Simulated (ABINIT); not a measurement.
**Worked example: self-consistent single point of K (Im-3m, 1 atom in the cell) in ABINIT**

Method: PBE, PAW (JTH v2.0 PBE PAW) (plane waves; ABINIT).

Input as run:

```
# K, JTH v2.0 PBE PAW
pp_dirpath "./"
pseudos "K.GGA_PBE-JTH.xml"
acell 4.5954772026 4.5954772026 4.5954772026 Angstrom
rprim
        -0.5773502692    0.5773502692    0.5773502692
         0.5773502692   -0.5773502692    0.5773502692
         0.5773502692    0.5773502692   -0.5773502692
natom 1
ntypat 1
znucl 19
typat 1
xred    0.0000000000    0.0000000000    0.0000000000
ecut 21 Ha
pawecutdg 42 Ha
occopt 3
tsmear 0.1 eV
nband 10
kptopt 1
ngkpt 5 5 5
nshiftk 1
shiftk 0 0 0
nstep 100
tolvrs 1.0e-11
prtwf 0
prtden 0
prtvol 1
```

Log, with long lists cut:

```
 Symmetries : space group Im -3 m (#229); Bravais cI (body-center cubic)

 -outvars: echo values of preprocessed input variables --------
            acell      8.6841933628E+00  8.6841933628E+00  8.6841933628E+00 Bohr
             ecut      2.10000000E+01 Hartree
              ixc     -101130
         kptrlatt        5    0    0      0    5    0      0    0    5
          kptrlen      4.34209668E+01
            natom           1
            nband          10
            ngfft          36      36      36
          ngfftdg          54      54      54
             nkpt          10
            nstep         100
             nsym          48
           ntypat           1
           occopt           3
        pawecutdg      4.20000000E+01 Hartree
            rprim     -5.7735026920E-01  5.7735026920E-01  5.7735026920E-01
                       5.7735026920E-01 -5.7735026920E-01  5.7735026920E-01
                       5.7735026920E-01  5.7735026920E-01 -5.7735026920E-01
          spgroup         229
           tolvrs      1.00000000E-11
           tsmear      3.67493254E-03 Hartree
            typat      1
           useylm           1
            znucl       19.00000

== DATASET  1 ==================================================================

 Real(R)+Recip(G) space primitive vectors, cartesian coordinates (Bohr,Bohr^-1):
 R(1)= -5.0138214  5.0138214  5.0138214  G(1)=  0.0000000  0.0997243  0.0997243
 R(2)=  5.0138214 -5.0138214  5.0138214  G(2)=  0.0997243  0.0000000  0.0997243
 R(3)=  5.0138214  5.0138214 -5.0138214  G(3)=  0.0997243  0.0997243  0.0000000
 Unit cell volume ucvol=  5.0415789E+02 bohr^3
 Angles (23,13,12)=  1.09471221E+02  1.09471221E+02  1.09471221E+02 degrees

 Coarse grid specifications (used for wave-functions):

 getcut: wavevector=  0.0000  0.0000  0.0000  ngfft=  36  36  36
         ecut(hartree)=     21.000   => boxcut(ratio)=   2.00955

 Fine grid specifications (used for densities):

 getcut: wavevector=  0.0000  0.0000  0.0000  ngfft=  54  54  54
         ecut(hartree)=     42.000   => boxcut(ratio)=   2.13145

   1.15077056E+02                                ecore*ucvol(ha*bohr**3)

_setup2: Arith. and geom. avg. npw (full set) are    2318.968    2318.950

--- !BeginCycle
solver: {iscf: 17, nstep: 100, nline: 4, wfoptalg: 10, }
tolerances: {tolvrs: 1.00E-11, }
...

     iter   Etot(hartree)      deltaE(h)  residm     nres2
 ETOT  1  -28.476489323130    -2.848E+01 1.392E-01 6.990E-01
 ETOT  2  -28.521160380903    -4.467E-02 3.699E-03 5.533E-01
 ETOT  3  -28.520443186558     7.172E-04 3.498E-04 1.637E-01
 ETOT  4  -28.520270116554     1.731E-04 1.928E-04 1.955E-02
 ETOT  5  -28.520287230727    -1.711E-05 2.313E-05 3.259E-02
 ETOT  6  -28.520266290406     2.094E-05 3.282E-05 2.327E-02
   [... 7 lines left out ...]
 ETOT 14  -28.520244481839    -1.579E-09 8.225E-07 3.239E-06
 ETOT 15  -28.520244479921     1.918E-09 1.557E-07 7.431E-08
 ETOT 16  -28.520244479963    -4.240E-11 3.294E-07 1.044E-09
 ETOT 17  -28.520244479965    -2.224E-12 6.208E-08 1.534E-11
 ETOT 18  -28.520244479965    -2.380E-13 1.313E-07 2.058E-12

 At SCF step   18       nres2   =  2.06E-12 < tolvrs=  1.00E-11 =>converged.

 Cartesian components of stress tensor (hartree/bohr^3)
  sigma(1 1)=  1.78734122E-06  sigma(3 2)=  0.00000000E+00
  sigma(2 2)=  1.78734122E-06  sigma(3 1)=  0.00000000E+00
  sigma(3 3)=  1.78734122E-06  sigma(2 1)=  0.00000000E+00

 ----iterations are completed or convergence reached----

 reduced coordinates (array xred) for    1 atoms
       0.000000000000      0.000000000000      0.000000000000
 cartesian forces (eV/Angstrom) at end:
    1     -0.00000000000000    -0.00000000000000    -0.00000000000000
 frms,max,avg= 0.0000000E+00 0.0000000E+00   0.000E+00  0.000E+00  0.000E+00 e/A
 length scales=  8.684193362833  8.684193362833  8.684193362833 bohr
              =  4.595477202600  4.595477202600  4.595477202600 angstroms
 Fermi (or HOMO) energy (hartree) =   0.03791   Average Vxc (hartree)=  -0.20591
 Eigenvalues (hartree) for nkpt=  10  k points:
 kpt#   1, nband= 10, wtk=  0.00800, kpt=  0.0000  0.0000  0.0000 (reduced coord)
  -1.14358   -0.53540   -0.53540   -0.53540   -0.04098    0.19447    0.19447    0.19447
   0.22732    0.22732
      occupation numbers for kpt#   1
   2.00000    2.00000    2.00000    2.00000    2.00000    0.00000    0.00000    0.00000
   0.00000    0.00000
 prteigrs : prtvol=0 or 1, do not print more k-points.

--- !EnergyTerms
comment             : Components of total free energy in Hartree
kinetic             :  8.31904137263351E+00
hartree             :  9.83457763542395E+00
xc                  : -3.97000274807110E+00
Ewald energy        : -1.46982654204661E+01
psp_core            :  2.28255986703007E-01
local_psp           : -3.22745532096423E+01
spherical_terms     :  4.04173396919128E+00
internal            : -2.85192124142277E+01
'-kT*entropy'       : -1.03127765430727E-03
total_energy        : -2.85202436918821E+01
total_energy_eV     : -7.76075298880546E+02
...

-Cartesian components of stress tensor (GPa)         [Pressure= -5.2585E-02 GPa]
- sigma(1 1)=  5.25853855E-02  sigma(3 2)=  0.00000000E+00
- sigma(2 2)=  5.25853855E-02  sigma(3 1)=  0.00000000E+00
- sigma(3 3)=  5.25853855E-02  sigma(2 1)=  0.00000000E+00

 Calculation completed.
```

The run converged in 18 iterations.

The starting cell has typed, rounded lattice constants, without a prior relaxation at this level. Its lattice was rescaled by up to half a per cent.

These are the values that this program gave, and no reference: the one-centre exchange-correlation terms come from a truncated expansion.
